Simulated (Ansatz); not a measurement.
The starting structures come from a database of crystals and need not be the phases stable at ambient conditions.

Consider the following.

```
CELL_PARAMETERS angstrom
      3.11740     0.00000     0.00000
      0.00000     5.13315     0.00000
      0.00000     0.00000    15.36422
ATOMIC_POSITIONS crystal
  Tc 0.75000 0.64892 0.65029
  Tc 0.25000 0.35108 0.34971
  Tc 0.25000 0.14892 0.84971
  Tc 0.75000 0.85108 0.15029
  P  0.75000 0.47793 0.79334
  P  0.25000 0.52207 0.20666
  P  0.25000 0.97793 0.70666
  P  0.75000 0.02207 0.29334
  P  0.75000 0.64657 0.01247
  P  0.25000 0.35343 0.98753
  P  0.25000 0.14657 0.48753
  P  0.75000 0.85343 0.51247
  P  0.75000 0.67933 0.38161
  P  0.25000 0.32067 0.61839
  P  0.25000 0.17933 0.11839
  P  0.75000 0.82067 0.88161
```

Space group of this cell: Pnma. The cell is taken as given; by r2SCAN its mean pressure is 0.6 GPa.

Transport runs along the normal of the first two printed cell vectors.

The gap is the functional's own. No spin-orbit coupling. Mid-gap values are interpolated on the energy grid.

Q: Estimate the band gap and the smallest decay constant κ at mid-gap that r2SCAN run with Ansatz (a quantum-chemistry and plane-wave program) returns for this system.

A: Gap 0.52 eV on a 10×6×2 mesh; κ = 0.096 1/Å, at the zone centre.
